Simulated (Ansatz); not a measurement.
Amorphous Hf₁₈O₃₉Mo, 58 atoms at 8.65 g/cm³, one PBE-relaxed geometry, zone centre. Methods: PBE, scalar-relativistic without spin-orbit coupling (Ansatz, a first-principles code); r2SCAN, scalar-relativistic without spin-orbit coupling (Ansatz); HSE06, scalar-relativistic without spin-orbit coupling (Ansatz). Plane waves to 420 eV (r2SCAN 500 eV); exact exchange is cut at the cell's faces. At PBE the levels at both edges of the gap are localised (band-tail or defect states), and the nearest spread-out levels lie 3.9 eV apart at the zone centre. All rungs ran without spin polarisation.

It comes from a melt-quench run on a machine-learned potential (CHGNet), relaxed afterwards by DFT. O atoms were pushed apart under 1.9 Å during the dynamics, to hinder bonds among them. The hot cell started wider than the set density and was brought back towards it in steps. It is the lowest in DFT energy of 2 quenches. It is a model cell: composition and starting density were chosen by hand, and all elements were melted together. No dispersion term was used. Its density started from a set value of 8.65 and ended at 8.65 g/cm³. The simulated quench (nominally 450 K/ps over its main leg) is rapid and tends to freeze in more defects than a deposited or slowly cooled glass has. Values belong to this one cell and scatter from quench to quench. The volume was held where the preparation left it and the shape relaxed, at a PBE pressure of 2.5 GPa. Stress components on the final sampling reach 2.6 GPa.

The relaxation ran on the zone centre alone. At PBE the gap between localised states is 1.90 eV on a 2×2×2 Γ-centred mesh, and the spacing at the zone centre alone 2.01 eV.

### Question
What zone-centre spacing does r2SCAN give, roughly?

### Answer
2.22 eV (+0.21 eV against PBE).

### Question
What zone-centre spacing does HSE06 give, roughly?

### Answer
3.23 eV (+1.22 eV against PBE).

The highest filled and the lowest empty state spread over these numbers of atoms (participation numbers): PBE: 6.6 and 3.0; r2SCAN: 6.1 and 2.8; HSE06: 6.1 and 2.8.
